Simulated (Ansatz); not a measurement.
Consider MgS in the rock salt structure (space group Fm-3m, No. 225; a = 5.203 Å).

Calculations: r2SCAN in Ansatz (plane waves to 500 eV, PAW, no spin-orbit coupling).

Base values:

| Item | Result |
|---|---|
| Electron mass | 0.53 mₑ along k, 0.31 mₑ across (at X) |
| Band gap | 3.46 eV |
| Lattice parameter a | 5.203 Å |

One thing is altered: cell and atoms relaxed at a pressure of 15 GPa.

What does the calculation give for the electron mass, band gap and lattice parameter a after the change?

The electron mass becomes 0.55 mₑ along k, 0.31 mₑ across (at X) (base: 0.53 mₑ along k, 0.31 mₑ across (at X)); the band gap increases by 0.283 eV to 3.75 eV; the lattice parameter a drops by 0.240 Å to 4.963 Å.

Load acts through the strain it causes; cell and atoms are relaxed under it. Effective masses come from finite differences of ±0.01 Å⁻¹. Along k means along the line from Γ to the band edge. Stability against distortions was not tested. Competing high-pressure phases were not computed.

Ansatz is a quantum-chemistry and plane-wave program.
